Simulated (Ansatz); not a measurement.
## LiH: pressure 0.3 GPa

Consider LiH in the rock salt structure (space group Fm-3m, No. 225; a = 4.0071 Å).

Now apply this change: cell and atoms relaxed at a pressure of 0.3 GPa.

The values are results of Ansatz (a quantum-chemistry and plane-wave program), PBE, PAW, cutoff 420 eV, spin-orbit coupling left out, not measurements. k-mesh 14×14×14 (Γ-centred); smearing 0.05 eV (Fermi–Dirac).

The volume per atom falls by 0.065 Å³, from 8.04 Å³ to 7.98 Å³ and the density is nearly the same (0.82 g/cm³ against 0.83 g/cm³). The shortest interatomic distance drops by 0.0054 Å to 1.998 Å and the enthalpy H = E + PV relative to the base's energy is +0.01 eV/atom. The band gap remains 2.98 eV and the gap character is still direct at X. The width of the top valence band goes up by 0.031 eV (5.44 eV → 5.48 eV) and the electron mass remains 0.12 mₑ along k, 1.0 mₑ across (at X).

Cost of the whole job for the changed cell (relaxation, final SCF and bands): around 7 core-seconds (rough).

Load acts through the strain it causes; cell and atoms are relaxed under it. Effective masses come from finite differences of ±0.01 Å⁻¹. Along k means along the line from Γ to the band edge. No phonon test of stability was made.
